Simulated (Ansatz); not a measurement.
LaN (model structure, started from the zincblende type, F-43m, No. 216, 2 atoms in the cell), treated with PBEsol in Ansatz (plane waves, PAW).

Settings: plane-wave cutoff 520 eV, 10×10×10 k mesh, Fermi–Dirac smearing 0.01 eV, scalar-relativistic PAW data made under PBE.

Cell (relaxed at this level):

```yaml
crystal:
  lattice:
    - [0.00000, 2.77323, 2.77323]
    - [2.77323, 0.00000, 2.77323]
    - [2.77323, 2.77323, 0.00000]
  atoms:
    - { symbol: N, position: [0.75000, 0.75000, 0.75000] }
    - { symbol: La, position: [0.00000, 0.00000, 0.00000] }
```

**Question.** Give the computed band gap, direct gap at Γ and bulk modulus.

**Answer.** 
* **band gap**: 1.07 eV (on the SCF k mesh)
* **direct gap at Γ**: 3.15 eV
* **bulk modulus**: 92.0 GPa

Note: the bulk modulus is −V dP/dV from two relaxed cells at ±2 % in volume; the relaxation could raise the start's symmetry but not lower it, so the cell can be a saddle point.

Spin–orbit coupling is not included.

Static lattice: no zero-point or thermal effects.

It cost around 9 core-seconds (rough) of CPU time.

A model structure was made by putting elements into a prototype or built by hand; it is no filed structure, need not be a known phase, and can be a saddle point held by its symmetry.

Ansatz is a program for electronic structure.
